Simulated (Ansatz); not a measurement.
Several settings converged on MgAl2Ge2 (P3m1, 5 atoms in the cell)

```xyz
5
Lattice="4.1058 0.0000 0.0000 -2.0529 3.5558 0.0000 0.0000 0.0000 6.7744" Properties=species:S:1:pos:R:3 pbc="T T T"
Mg     0.0000     0.0000     0.0500
Al     2.0529     1.1853     2.4902
Al     0.0000     2.3705     4.2842
Ge     2.0529     1.1853     5.1279
Ge     0.0000     2.3705     1.6465
```

Base method: PBEsol, default PAW files made with PBE (plane waves; Ansatz, a quantum-chemistry and plane-wave program).

Base settings: basis.ecutwfc = 30.9 Ry; kpoints.mp_grid.grid = 9 9 5; hamiltonian.xc = pbesol; hamiltonian.pseudopotentials = {kind: paw} (the program's default PAW files); scf.occupations.method = fermi_dirac; scf.occupations.width = 0.0073 Ry.

**The width of Fermi-Dirac smearing**

In this ladder: kpoints.mp_grid.grid = 15 15 8.

Narrow widths need finer meshes than wide ones, so the last steps can hold mesh noise.

Only quantities that move along the ladder and can be compared are tabulated; pressure and forces are left out, as mesh noise rules them at narrow widths.

```csv
scf.occupations.width,free energy less the last step's (meV/atom),energy extrapolated to zero width less the last step's (meV/atom)
0.0735 Ry,-534.94,84.96
0.0367 Ry,-100.41,20.47
0.022 Ry,-28.04,4.37
0.0147 Ry,-9.73,0.88
0.0073 Ry,0.00,0.00
```

Widest scf.occupations.width that holds the energy extrapolated to zero width within 2 meV/atom of the last step, with all finer ones: 0.0147 Ry; the step before is off by 4.4 meV/atom.

Widest scf.occupations.width that holds the free energy within 5 meV/atom: not settled: the last two steps still differ by 9.7 meV/atom, over half the tolerance, so the ladder does not show it.

The extrapolation to zero width removes most of the smearing's effect on the energy.

**The width of Methfessel-Paxton smearing**

In this ladder: kpoints.mp_grid.grid = 15 15 8; scf.occupations.method = methfessel_paxton.

Narrow widths need finer meshes than wide ones, so the last steps can hold mesh noise.

Only quantities that move along the ladder and can be compared are tabulated; pressure and forces are left out, as mesh noise rules them at narrow widths.

```tsv
scf.occupations.width	free energy less the last step's (meV/atom)
0.0735 Ry	10.24
0.0367 Ry	0.63
0.022 Ry	0.09
0.0147 Ry	0.03
0.0073 Ry	-0.02
0.0037 Ry	0.00
```

Widest scf.occupations.width that holds the free energy within 1 meV/atom of the last step, with all finer ones: 0.0367 Ry; the step before is off by 10 meV/atom.

On the base run: the starting cell comes from a database of computed structures (which also holds hypothetical and non-ambient phases and stackings), without a prior relaxation at this level. Its lattice was rescaled by up to half a per cent. One atom was moved a little off its site on purpose. Ansatz's pressure includes its estimate of the finite-basis (Pulay) stress.

Left out of this page: 4 runs of the series outside the window shown, repeating another row's setting, or not comparable.

Keys are those of Ansatz 0.2.
